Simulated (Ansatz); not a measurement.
# What uniaxial strain ε_zz = +1.20 % does to CsPbCl3

The reference is CsPbCl3 in the cubic perovskite structure (space group Pm-3m, No. 221; a = 5.619 Å). Axes: x, y, z lie along the cube axes.

Now apply this change: uniaxial strain ε_zz = +1.20 %, all other strain components held at zero; the atoms relax in the strained cell.

Computed with PBEsol (Ansatz, a quantum-chemistry and plane-wave program, PAW, scalar-relativistic without spin-orbit coupling). Settings: 6×6×6 k-points, 0.05 eV Fermi–Dirac smearing.

The volume per atom grows by 0.426 Å³ (35.48 Å³ → 35.90 Å³) and the space group changes from Pm-3m (No. 221) to P4/mmm (No. 123). The shortest interatomic distance stays 2.809 Å and the energy grows by 0.9 meV/atom. The pressure (mean of the normal stresses, compression positive) goes from zero to -0.28 GPa and the band gap remains 1.83 eV. The gap character is direct at A and the electron mass amounts to 0.11 mₑ along z, 0.83 mₑ across (at R). The hole mass changes from 0.17 mₑ (at R) to 0.19 mₑ along z, 0.18 mₑ across (at R) and the valley order (the lowest conduction-band minima on the path, energy above the VBM, named in the base's zone) becomes R along [111] 1.83 eV; Γ 3.31 eV (base: R along ⟨111⟩ 1.83 eV; Γ 3.24 eV). The stress (xx, yy, zz, yz, xz, xy; compression positive) amounts to (-0.09, -0.09, -0.66, 0.00, 0.00, 0.00) GPa.

With Pb present, leaving out spin-orbit coupling can change the band edges. Masses are band curvatures over ±0.01 Å⁻¹ around the edge. No phonon test of stability was made. Many cubic perovskites are stable only at high temperature; tilts and polar distortions were not tested. This is not the structure that CsPbCl3 has at room temperature and ambient pressure. k-point labels follow each cell's own Brillouin zone.
